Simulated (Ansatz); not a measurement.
Adsorption energy and surface dipole of Cl on the 1x1 (111) surface of fcc Pt, one in a 2x2 cell, started at the site 'hollow Pt-Pt-Pt over Pt at depth 4.6 Å', worked from the runs' numbers; total energies count from the potentials' own zero.

These are RPBE, at the PBE geometry (plane waves to 420 eV, PAW; Ansatz, a quantum-chemistry and plane-wave program) values and carry that method's errors.

Model: 17-atom slab, 6.9 Å thick at the start under the adsorbate (thin: gaps and levels are the slab's own), 6x6x1 mesh, Fermi-Dirac 0.1 eV, dipole correction, single point; on the structure that PBE left under its start's symmetry; no spin, no spin-orbit, no U, no dispersion correction. At the end it is bonded to 3 Pt. In PBE it is, or lies within 0.03 eV of, the lowest of the starts that converged; the order may differ at this level.

| quantity | value |
|---|---|
| slab with the adsorbate | -201668.577 eV |
| clean slab, same cell and mesh | -200584.476 eV |
| reference, ½ Cl2(g) | -1083.309 eV |
| area of the cell | 27.30 Å² |
| change of the step from the bottom to the top vacuum level | -0.305 eV |

**Question.** What is the adsorption energy against this reference?

**Answer.** E(slab + adsorbate) − E(slab) − E(reference) = -0.79 eV, so in this state the adsorbate is more stable than in the reference, at a coverage of 3.66 a nm².

**Question.** What dipole does adsorption add to the slab along the outward normal (Helmholtz relation, ε₀ = 0.005526 e/(V·Å))?

**Answer.** p = −ε₀·A·ΔV = 0.046 e·Å = 0.22 D; its positive end points to the vacuum, which lowers the vacuum level.
